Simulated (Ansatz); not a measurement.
## Defect calculation: Mg on the Si site (Mg_Si) in alpha quartz

Method: PBE, PAW (plane waves to 420 eV; Ansatz, a first-principles code). The supercell holds 72 host sites (2×2×2 repeats of the unit cell), with a 2×2×2 Γ-centred k-point sampling for the final energies. Site at the start: the Si site. Charged cells carry a point-charge image correction with potential alignment at far atoms. Dielectric constants: PBE linear response of the host. Host gap at this level: 5.68 eV. These values are not converged in cell size to better than tenths of an eV. The semilocal functional narrows the gap, so deep levels can fall outside it. Spin–orbit coupling is left out. Each state is the lowest found from its start.

Formation energies E_f are given with the Fermi level at the valence-band maximum. Chemical conditions: O-rich (Δμ(Si) = -8.33 eV, Δμ(Mg) = -5.37 eV, bounded by rock-salt MgO; only phases computed here count, gases as isolated molecules at 0 K); Si-rich (Δμ(Si) = 0.00 eV, Δμ(Mg) = -1.20 eV, bounded by rock-salt MgO; only phases computed here count, gases as isolated molecules at 0 K). Reference phases: Mg: hcp Mg, Si: silicon.

```json
[
 {"charge": "+1†", "moment (μB)": "3.0", "point group": "–", "largest move off a lattice site (Å)": "0.47", "image correction with alignment (eV)": "0.23", "E_f, O-rich (eV)": "–", "E_f, Si-rich (eV)": "–", "above the lowest spin state (eV)": "0.00"},
 {"charge": "0", "moment (μB)": "2.0", "point group": "C2", "largest move off a lattice site (Å)": "0.45", "image correction with alignment (eV)": "0.00", "E_f, O-rich (eV)": "3.64", "E_f, Si-rich (eV)": "7.80", "above the lowest spin state (eV)": "0.00"},
 {"charge": "0†", "moment (μB)": "not spin-polarised", "point group": "–", "largest move off a lattice site (Å)": "0.42", "image correction with alignment (eV)": "0.00", "E_f, O-rich (eV)": "3.91", "E_f, Si-rich (eV)": "8.07", "above the lowest spin state (eV)": "0.27"},
 {"charge": "−1", "moment (μB)": "1.0", "point group": "C2", "largest move off a lattice site (Å)": "0.45", "image correction with alignment (eV)": "0.42", "E_f, O-rich (eV)": "4.56", "E_f, Si-rich (eV)": "8.72", "above the lowest spin state (eV)": "0.00"},
 {"charge": "−2", "moment (μB)": "not spin-polarised", "point group": "C2", "largest move off a lattice site (Å)": "0.49", "image correction with alignment (eV)": "1.59", "E_f, O-rich (eV)": "6.75", "E_f, Si-rich (eV)": "10.91", "above the lowest spin state (eV)": "0.00"}
]
```

† Not settled in this cell, so no level is given: charge +1: level within 0.1 eV of a band edge or past it.

Point groups are those of the whole cell at tolerances of 0.03 and 0.1 Å ("near" where only the looser one holds); none is given for unsettled states.

Starting moments that weren't kept: charge +1 began with 1 μB and ended with 3.0.

Transition levels above the valence-band maximum: ε(0/−1) = 0.92 eV; ε(−1/−2) = 2.19 eV. On the lower envelope of the bound states, inside the gap: (0/−1) at 0.92 eV; (−1/−2) at 2.19 eV.

Flagged in the runs: a doubtful potential alignment, a host whose relaxation on this sampling wasn't shown to rest, a strain field that reaches the edge of the cell.

All states together cost very roughly 2.7 core-hours.
